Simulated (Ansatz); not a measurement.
**TiO2: response to strain**

The reference is TiO$_{2}$ in the rutile structure (space group P4_2/mnm, No. 136; a = 4.6434 Å, c = 2.9638 Å). Axes: x, y, z lie along a, b, c of the conventional cell.

Strains are applied to the cell and any free atomic positions relax.

The values are results of Kohn–Sham DFT with the PBE functional, run in Ansatz (a quantum-chemistry and plane-wave program) with PAW and 420 eV plane waves, without spin-orbit coupling, not measurements.

Notes on the quantities. energy relative to the base: free energy F.

| uniaxial strain ε_zz (%) | energy relative to the base (meV/atom) |
|---|---|
| 0 | 0.0 |
| 0.6 | 0.5 |
| 1.2 | 2.2 |
| 1.8 | 4.9 |
| 2.4 | ? |
| 3 | 13.3 |

Fit ΔE = Aε² + Bε³ (ε in %) to the rows shown and predict the withheld row.

Least squares on the printed values gives A = 1.56 and B = -0.026 meV/atom (largest residual 0.1 meV/atom); this predicts 8.6 meV/atom, and the run gives 8.6 meV/atom, in agreement.

Stability against distortions was not tested. The final runs are not spin-polarised.
